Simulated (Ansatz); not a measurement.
The reference is AlN in the wurtzite structure (space group P6_3mc, No. 186; a = 3.1136 Å, c = 4.9832 Å).

Computed with PBEsol/PAW in Ansatz (a program for electronic structure), without spin-orbit coupling, earlier PAW set.

For the base:

| Quantity | Value |
|---|---|
| Gap between the host's bands | 4.10 eV |
| Gap character | direct at Γ |

Now apply this change: 0.837 electrons added to each cell, a density of 2.0×10^22 cm⁻³, with a uniform compensating background at fixed cell and a 300 K Fermi–Dirac width.

Problem. How does this affect the gap between the host's bands?

Solution. The gap between the host's bands decreases by 0.062 eV, from 4.10 eV to 4.03 eV.

Problem. Predict the new Fermi level from band edge.

Solution. The Fermi level relative to the doped band's edge (positive inside the band; to 0.05 eV) is +1.55 eV.

Problem. Estimate the effect on the largest internal atomic displacement.

Solution. The largest internal atomic displacement comes out as 0.017 Å.

Problem. How does this affect the gap character?

Solution. The gap character is still direct at Γ.

Carriers are added with a uniform compensating background; total energy and stress of such cells depend on the potential's zero and are not compared; many-body gap narrowing is missing at this level. Whether these cells are dynamically stable was not tested.
